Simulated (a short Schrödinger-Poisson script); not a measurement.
**Gated Al0.25Ga0.75As/GaAs modulation-doped gas**

System: gated Al0.25Ga0.75As/GaAs modulation-doped gas, at 300 K.

| layer | material | thickness (nm) | Nd (cm⁻³) | Na (cm⁻³) |
|---|---|---|---|---|
| 1 | Al0.25Ga0.75As | 15 | - | - |
| 2 | Al0.25Ga0.75As | 10 | 2.6e18 | - |
| 3 | Al0.25Ga0.75As | 2 | - | - |
| 4 | GaAs | 6000 | - | 2e14 |

Constants are typed, rounded textbook-type inputs, not results; the design itself was drawn at random and stands for no fabricated device. Al0.25Ga0.75As: permittivity 12.19, conduction-band edge (eV) 0.198, gap (eV) 1.736, electron mass (mₑ) 0.0878, Nv at 300 K (cm⁻³) 9e18. GaAs: permittivity 12.9, conduction-band edge (eV) 0, gap (eV) 1.424, Nv at 300 K (cm⁻³) 9e18.

Channel valleys (confinement mass, in-plane density-of-states mass, number): Γ 0.067, 0.067, 1. At the gate the conduction-band edge of layer 1 lies 0.95 eV − eVg above the Fermi level of the channel; the field vanishes at the back. The barrier under the gate holds no holes. Gaps are held at their typed values at every temperature. Mesh 0.08 nm at interfaces.

From a short Schrödinger-Poisson script (our own, NumPy): 1D Poisson equation in equilibrium, electrons quantum, Hartree (BenDaniel-Duke, 40 states a valley, the channel's in-plane mass for all, wave functions free to enter the barrier), parabolic valleys, classical holes, full ionisation, no traps, pinning or gate leakage.

```csv
Vg (V),electrons (cm⁻²),in the channel layer,C (μF/cm²),Γ E0 (meV),Γ E1 (meV)
0.5,1.04e12,9.60e11,0.363,-10.8,34.5
0.45,9.33e11,8.75e11,0.347,-6.4,37.1
0.4,8.26e11,7.85e11,0.335,-1.5,40.0
0.35,7.23e11,6.94e11,0.326,3.8,43.1
0.3,6.23e11,6.03e11,0.317,9.8,46.7
0.25,5.25e11,5.11e11,0.308,16.4,50.9
0.2,4.31e11,4.22e11,0.297,23.8,55.7
0.15,3.41e11,3.35e11,0.283,32.5,61.5
0.1,2.55e11,2.52e11,0.265,42.7,68.7
0.05,1.76e11,1.75e11,0.239,55.4,78.1
0,1.07e11,1.07e11,0.202,71.8,91.1
-0.05,5.27e10,5.24e10,0.148,94.2,110.2
-0.1,1.78e10,1.77e10,0.0787,125.7,139.1
-0.15,3.81e9,3.80e9,0.0251,167.6,179.6
-0.2,6.27e8,6.25e8,0.00811,215.1,226.7
-0.25,9.68e7,9.64e7,0.00511,264.0,275.3
-0.3,1.48e7,1.47e7,0.00475,313.1,324.2
-0.35,2.26e6,2.26e6,0.00482,362.3,373.1
```

Subbands count from the Fermi level.
